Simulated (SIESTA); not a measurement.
Several settings converged on ScAl (P4mm, 2 atoms in the cell)

```
ScAl
1.0
    3.38046     0.00000     0.00000
    0.00000     3.38046     0.00000
    0.00000     0.00000     3.38046
Sc Al
1 1
Cartesian
  1.69023   1.69023   1.74023
  0.00000   0.00000   0.00000
```

Base method: GGA PBEsol, numerical atomic orbitals DZP, PseudoDojo PBEsol standard norm-conserving potentials (rewritten from UPF to PSML) run with SIESTA 5.4.2.

Base settings: XC.functional = GGA; XC.authors = PBEsol; potentials = PseudoDojo PBEsol standard; PAO.BasisSize = DZP; PAO.EnergyShift = 0.01 Ry; MeshCutoff = 300 Ry; kgrid.MonkhorstPack = 4 4 4; OccupationFunction = FD; ElectronicTemperature = 100 meV; MaxSCFIterations = 150.

Core times come from one kind of shared machine, to one figure; runs under 30 s give none.

**The cutoff of the real-space grid**

The mesh stays at the base's, so the ladder's end is converged at best in this setting alone.

Only quantities that move along the ladder and can be compared are tabulated.

```csv
MeshCutoff,pressure (GPa),largest difference of a force vector from the last step's (eV/Å),core time / last (rough)
135 Ry (139 Ry used),-2.47,0.017,–
210 Ry (218 Ry used),-2.57,0.002,–
240 Ry (248 Ry used),-2.57,0.001,0.5
300 Ry (313 Ry used),-2.53,0.001,–
360 Ry (387 Ry used),-2.59,0.001,0.9
525 Ry (557 Ry used),-2.56,0.001,0.9
600 Ry (605 Ry used),-2.56,0.000,1
720 Ry (871 Ry used),-2.57,0.000,1
```

Coarsest MeshCutoff that holds the forces within 0.01 eV/Å of the last step, with all finer ones: 210 Ry (218 Ry used); the step before is off by 0.017 eV/Å.

Coarsest MeshCutoff that holds the pressure within 0.05 GPa of the last step, with all finer ones: 210 Ry (218 Ry used); the step before is off by 0.10 GPa.

**The setting basis size**

Level: DFT, GGA PBEsol, numerical atomic orbitals TZP, PseudoDojo PBEsol standard norm-conserving potentials (rewritten from UPF to PSML).

Moved along: PAO.BasisSize.

The second cell is the first with its lattice scaled by 0.98.

The mesh stays at the base's, so the ladder's end is converged at best in this setting alone.

The sets are ordered by size and need not be nested.

Only quantities that move along the ladder and can be compared are tabulated.

```csv
basis (functions),energy of the compressed cell less the first (meV/atom),pressure (GPa),largest difference of a force vector from the last step's (eV/Å)
SZ (14),20.39,0.17,0.003
SZP (22),7.20,-1.06,0.021
DZ (24),11.94,-0.54,0.018
DZP (32),-3.74,-2.53,0.009
TZP (42),-6.08,-2.98,0.000
```

Coarsest basis (functions) that holds the pressure within 1 GPa of the last step, with all finer ones: DZP (32); the step before is off by 2.4 GPa.

Coarsest basis (functions) that holds the forces within 0.01 eV/Å: not settled: the last two steps still differ by 0.009 eV/Å, over half the tolerance, so the ladder does not show it.

Coarsest basis (functions) that holds the energy of the compressed cell less the first within 2 meV/atom: not settled: the last two steps still differ by 2.3 meV/atom, over half the tolerance, so the ladder does not show it.

On the base run: the starting cell comes from a database of computed structures (which also holds hypothetical and non-ambient phases and stackings), without a prior relaxation at this level. Its lattice was rescaled by up to half a per cent. One atom was moved a little off its site on purpose. Values carry the incompleteness of an atom-centred basis. Without a gap this mesh is coarse (it stands for a supercell whose shortest vector is 14 Å).

Left out of this page: 1 run of the series failed or unconverged; 9 runs of the series outside the window shown, repeating another row's setting, or not comparable.
